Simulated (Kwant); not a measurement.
Kwant, Hückel tight-binding model, one pz orbital an atom, one spin, coherent transport at 0 K. Conductance is in e²/h.

Model system: π system c1ccc(cc1)-c1cccc(c1)-c1ccccc1 between two chain leads. The π system is taken as planar. Atoms are numbered from 0 in the order of the SMILES. Site energies (eV, carbon 0): [0.0, 0.0, 0.0, 0.0, 0.0, 0.0, 0.0, 0.0, 0.0, 0.0, 0.0, 0.0, 0.0, 0.0, 0.0, 0.0, 0.0, 0.0]. Bonds (i, j, β in eV): (0,1,-2.4) (1,2,-2.4) (2,3,-2.4) (3,4,-2.4) (4,5,-2.4) (3,6,-2.4) (6,7,-2.4) (7,8,-2.4) (8,9,-2.4) (9,10,-2.4) (10,11,-2.4) (10,12,-2.4) (12,13,-2.4) (13,14,-2.4) (14,15,-2.4) (15,16,-2.4) (16,17,-2.4) (5,0,-2.4) (11,6,-2.4) (17,12,-2.4). Leads: chains of hopping −3.6 eV, joined by −1.2 eV to atoms 0 and 14.

Site energies and bond integrals are typed Hückel values.

Sweep values stay those of the base run.

One input was changed, with this effect: transmission at E = 0 < 1e-12 → 0.0069.

### Question
Which change was it?
A) contacts moved from atoms [0, 14] to [2, 9]
B) contacts moved from atoms [0, 14] to [0, 15]
C) contacts moved from atoms [0, 14] to [1, 14]
D) contacts moved from atoms [0, 14] to [2, 13]
E) contacts moved from atoms [0, 14] to [2, 8]
F) contacts moved from atoms [0, 14] to [1, 13]

### Answer
A, contacts moved from atoms [0, 14] to [2, 9]
